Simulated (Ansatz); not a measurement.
Partial pair distribution functions of a relaxed model of amorphous hafnium silicate (Hf10Si10O40), broadened by 0.06 Å; density 5.35 g/cm³. Level of theory: PBE, scalar-relativistic without spin-orbit coupling (plane waves to 420 eV, PAW; Ansatz, a first-principles code).

Preparation: random packing, a CHGNet melt and quench, and a DFT relaxation. O atoms were pushed apart under 1.9 Å during the dynamics, to hinder bonds among them. The hot cell started wider than the set density and was brought back towards it in steps. It is the lowest in DFT energy of 2 quenches. It is a model cell: composition and starting density were chosen by hand, and all elements were melted together. No dispersion term was used. Its density started from a set value of 5.40 and ended at 5.35 g/cm³. Cooling (nominally 91 K/ps over its main leg) ran many orders faster than in experiment, which tends to leave more defects and strain. One small periodic cell is one sample of the glass; other quenches scatter about these values. The volume was free in the relaxation, at fixed shape. Stress components on the final sampling reach 0.8 GPa.

```
r (Å)  g Hf-O  g Si-O  g Hf-Hf  g Si-Si
-----  ------  ------  -------  -------
1.40     0.00    0.02     0.00     0.00
1.50     0.00    1.62     0.00     0.00
1.60     0.00   12.74     0.00     0.00
1.70     0.00    9.73     0.00     0.00
1.80     0.30    0.73     0.00     0.00
1.90     3.55    0.01     0.00     0.00
2.00     5.78    0.00     0.00     0.00
2.10     4.58    0.00     0.00     0.00
2.20     4.45    0.00     0.00     0.00
2.30     1.73    0.00     0.00     0.00
2.40     0.50    0.00     0.00     0.00
2.50     0.41    0.00     0.00     0.00
2.60     0.05    0.00     0.00     0.00
2.70     0.00    0.00     0.00     0.00
2.80     0.13    0.06     0.00     0.02
2.90     0.49    0.19     0.00     0.60
3.00     0.16    0.21     0.00     3.30
3.10     0.00    0.31     0.10     3.93
3.20     0.00    0.91     1.21     1.50
3.30     0.03    0.76     1.65     0.49
3.40     0.42    1.19     2.38     0.02
3.50     0.94    1.45     2.94     0.00
3.60     0.68    1.34     1.11     0.00
3.70     1.07    1.10     1.70     0.09
3.80     1.20    0.81     2.72     0.72
3.90     1.29    1.19     1.56     1.21
4.00     1.37    1.35     0.77     1.26
4.10     1.03    1.88     0.83     0.21
4.20     1.24    1.53     1.21     0.59
4.30     1.47    1.44     0.54     1.52
4.40     1.53    1.59     0.04     1.17
4.50     1.64    1.46     0.00     1.87
4.60     1.60    1.00     0.01     2.52
4.70     1.24    0.84     0.39     0.80
```

Within 2.64 Å each Hf has 5.60 O neighbours on average.
